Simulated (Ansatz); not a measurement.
Structures of equal composition on the (0001) surface of hcp Co, ferromagnetic: a pseudomorphic layer of Ir in the host's stacking; a pseudomorphic layer of Ir in the other hollow. The slabs share one bottom face, and each structure is named by its start. These are constructed structures in small cells; real faces may alloy, dewet or reconstruct in larger ones, and not all known structures of the face are among them. Slabs of about 10 Å, Fermi-Dirac smearing of 0.1 eV. Bottom of the slabs: a bare face, its two planes held. Relaxed from the named starts with such symmetry as they have, on meshes of like density; energies extrapolated to zero smearing; spin only where a row says so; no spin-orbit coupling, no U. Brackets mark spin-polarised runs, whose order is one that fits the cell. Where a second, spin-polarised start was run, the lower counts.

Level of theory: PBE (plane waves to 420 eV, PAW; Ansatz, a quantum-chemistry and plane-wave program).

### Question
Order them by energy per 1x1 cell (lowest first) at the level PBE.

### Answer
a pseudomorphic layer of Ir in the host's stacking (0.000 eV [spin, 10.2 μB a cell]), a pseudomorphic layer of Ir in the other hollow (0.024 eV [spin, 10.2 μB a cell])
